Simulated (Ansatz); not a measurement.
Effect of S → P on TaS2

The reference is TaS2 in the CdI2 type structure (space group P-3m1, No. 164; a = 3.3288 Å, c = 5.7855 Å; layered, stacked along the Cartesian z axis).

The change: every S is replaced by P; the structure is relaxed again.

Level of theory: Ansatz (a first-principles code) PBE-D3(BJ), scalar-relativistic without spin-orbit coupling. k-mesh 17×17×9 (Γ-centred); smearing 0.05 eV (Fermi–Dirac), for the changed cell.

* **Volume per atom**: 14.90 Å³ (base 18.51 Å³)
* **Density**: 9.03 g/cm³ (base 7.33 g/cm³)
* **Lattice parameter a**: 3.107 Å (base 3.329 Å)
* **c/a ratio**: 1.720 (base 1.738)
* **Space group**: P-3m1 (No. 164) (base P-3m1 (No. 164))
* **Shortest interatomic distance**: 2.528 Å (base 2.466 Å)
* **Band gap**: zero (base zero)

Cost of the whole job for the changed cell (relaxation, final SCF and bands): very roughly 90 core-seconds.

No phonon test of stability was made. As relaxed here, TaP2 is a hypothetical phase, not in the database extracts checked. All final runs are without spin polarisation. An odd electron count without spin: TaP2 and TaS2.
